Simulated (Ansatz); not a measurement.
**A computed series for In2Si2O7: pressure series**

Base system: In2Si2O7 (space group C2/m, No. 12; a = 6.632 Å, b = 8.650 Å, c = 4.725 Å, α = 90.00°, β = 102.67°, γ = 90.00°).

Cell and atoms are relaxed at each pressure.

Level of theory: PBEsol (Ansatz, an electronic-structure program, PAW, without spin-orbit coupling).

```
pressure (GPa)  volume per atom (Å³/atom)
--------------  -------------------------
-2                                 12.176
-1                                 12.097
0                                  12.021
0.3                                     ?
0.7                                11.970
3                                  11.803
5                                  11.666
7.5                                11.502
10                                 11.344
```

Question: Fit the third-order Birch–Murnaghan form P(V) = (3B₀/2)[(V₀/V)^(7/3) − (V₀/V)^(5/3)]·[1 + (3/4)(B₀′ − 4)((V₀/V)^(2/3) − 1)] (squares taken in P) to the rows shown and predict the withheld row.

Answer: Least squares on the printed values gives V₀ = 12.022 Å³/atom, B₀ = 160 GPa, B₀′ = 2.6; this predicts 11.999 Å³/atom, and the run gives 11.999 Å³/atom, in agreement.

Load acts through the strain it causes; cell and atoms are relaxed under it. Whether these cells are dynamically stable was not tested. No other phases were tried under pressure.
